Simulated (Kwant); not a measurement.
Kwant, Hückel tight-binding model, one pz orbital an atom, one spin, coherent transport at 0 K. Conductance is in e²/h.

Device: π system c1ccc(cc1)-c1ccccc1 between two chain leads. The π system is taken as planar. Atoms are numbered from 0 in the order of the SMILES. Site energies (eV, carbon 0): [0.0, 0.0, 0.0, 0.0, 0.0, 0.0, 0.0, 0.0, 0.0, 0.0, 0.0, 0.0]. Bonds (i, j, β in eV): (0,1,-2.7) (1,2,-2.7) (2,3,-2.7) (3,4,-2.7) (4,5,-2.7) (3,6,-2.7) (6,7,-2.7) (7,8,-2.7) (8,9,-2.7) (9,10,-2.7) (10,11,-2.7) (5,0,-2.7) (11,6,-2.7). Leads: chains of hopping −4.1 eV, joined by −1.4 eV to atoms 1 and 8.

Site energies and bond integrals are typed Hückel values.

Sweep values stay those of the base run.

One input was changed, with this effect: transmission at E = 0 < 1e-12 → 0.0078.

Task: Which change was it?
A) contacts moved from atoms [1, 8] to [2, 4]
B) contacts moved from atoms [1, 8] to [0, 8]
C) contacts moved from atoms [1, 8] to [0, 1]
D) contacts moved from atoms [1, 8] to [2, 7]
E) contacts moved from atoms [1, 8] to [0, 2]
F) contacts moved from atoms [1, 8] to [1, 2]

Result: D, contacts moved from atoms [1, 8] to [2, 7]
